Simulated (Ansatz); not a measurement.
We consider BN (model structure, P6₂22, No. 180, 6 atoms in the cell), described by r²SCAN0 (Ansatz, a quantum-chemistry and plane-wave program, plane waves, PAW).

Numerical settings: plane-wave cutoff 520 eV, 9×9×4 k mesh (along the axes of the cell as run), Fermi–Dirac smearing 0.01 eV, scalar-relativistic PAW data made under PBE.

The cell is the one relaxed with PBE-D3(BJ). Conventional cell: a = 2.5952 Å, b = 2.5952 Å, c = 5.7994 Å, α = 90.00°, β = 90.00°, γ = 120.00°.

```
BN
1.0
    2.59520     0.00000     0.00000
   -1.29760     2.24751     0.00000
    0.00000     0.00000     5.79941
B N
3 3
Cartesian
  1.29760   0.00000   3.86627
 -0.64880   1.12375   1.93314
  0.64880   1.12375   0.00000
  1.29760   0.00000   0.96657
 -0.64880   1.12375   4.83284
  0.64880   1.12375   2.89970
```

Question: List the 16 lowest band energies at Γ above −25 eV (eV, relative to the valence band maximum), grouping those that round alike.

Answer: At Γ: -23.99, -20.49 (×2), -8.31 (×2), -5.27, -2.22 (×2), -1.19 (×2), -0.87, 0.00, 9.44 (×2), 10.86 (×2).

Note: the run warned that its exchange threshold was loose for the stress; the relaxation could raise the start's symmetry but not lower it, so the cell can be a saddle point; cell and atoms aren't relaxed at this level (pressure -5.0 GPa).

A model structure was made by putting elements into a prototype or built by hand; it is no filed structure, need not be a known phase, and can be a saddle point held by its symmetry.
